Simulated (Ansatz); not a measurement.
# A computed series for hypothetical CsCl type GaN: pressure series

Take GaN in the CsCl type structure (space group Pm-3m, No. 221; a hypothetical phase, not in the database extracts checked) as the base.

```yaml
crystal:
  lattice:
    - [2.74249, 0.00000, 0.00000]
    - [0.00000, 2.74249, 0.00000]
    - [0.00000, 0.00000, 2.74249]
  atoms:
    - { symbol: Ga, position: [0.00000, 0.00000, 0.00000] }
    - { symbol: N, position: [0.50000, 0.50000, 0.50000] }
```

Cell and atoms are relaxed at each pressure.

Levels (all Ansatz, a first-principles code, PAW): PBE (420 eV, scalar-relativistic without spin-orbit coupling); PBEsol (420 eV, without spin-orbit coupling).

The base cell above is that of PBE; each level relaxes its own structures.

```tsv
case	shortest interatomic distance, PBE	shortest interatomic distance, PBEsol
pressure −2 GPa	2.386 Å	?
pressure −1 GPa	2.381 Å	2.346 Å
pressure 0.3 GPa	2.374 Å	2.340 Å
pressure 0.7 GPa	2.371 Å	2.338 Å
pressure 1.5 GPa	2.367 Å	?
pressure 3 GPa	2.360 Å	?
pressure 5 GPa	2.350 Å	?
pressure 7.5 GPa	2.339 Å	2.309 Å
pressure 10 GPa	2.329 Å	2.300 Å
```

Some entries are withheld; estimate them.


- pressure −2 GPa, shortest interatomic distance, PBEsol: 2.350 Å
- pressure 1.5 GPa, shortest interatomic distance, PBEsol: 2.334 Å
- pressure 3 GPa, shortest interatomic distance, PBEsol: 2.328 Å
- pressure 5 GPa, shortest interatomic distance, PBEsol: 2.319 Å

PBE lies above PBEsol in every row, by 0.029 Å to 0.036 Å. They put the cases in the same order.

Load acts through the strain it causes; cell and atoms are relaxed under it. Whether these cells are dynamically stable was not tested. No other phases were tried under pressure. All final runs are without spin polarisation.
